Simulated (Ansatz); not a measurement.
## A computed series for Cr2N: pressure series

Consider Cr2N (space group P-31m, No. 162; a = 4.719 Å, c = 4.359 Å; non-magnetic).

Cell and atoms are relaxed at each pressure.

Method: PBEsol (Ansatz, an electronic-structure program, PAW, spin-orbit coupling left out).

Notes on the quantities. enthalpy: H = E + PV relative to the base's energy.

| variant | enthalpy | density |
|---|---|---|
| base | – | 6.99 g/cm³ |
| pressure −2 GPa | -0.12 eV/atom | 6.95 g/cm³ |
| pressure −1 GPa | -0.06 eV/atom | 6.97 g/cm³ |
| pressure 0.3 GPa | +0.02 eV/atom | 7.00 g/cm³ |
| pressure 0.7 GPa | +0.04 eV/atom | 7.01 g/cm³ |
| pressure 1.5 GPa | +0.09 eV/atom | 7.03 g/cm³ |
| pressure 3 GPa | +0.17 eV/atom | 7.06 g/cm³ |
| pressure 5 GPa | +0.29 eV/atom | 7.10 g/cm³ |
| pressure 7.5 GPa | +0.43 eV/atom | 7.15 g/cm³ |
| pressure 10 GPa | +0.57 eV/atom | 7.20 g/cm³ |

Load acts through the strain it causes; cell and atoms are relaxed under it. Whether these cells are dynamically stable was not tested. No other phases were tried under pressure. Starting moments died away, wholly or in part, for the base; another magnetic solution may exist. The final runs are not spin-polarised. An odd electron count without spin: Cr2N.
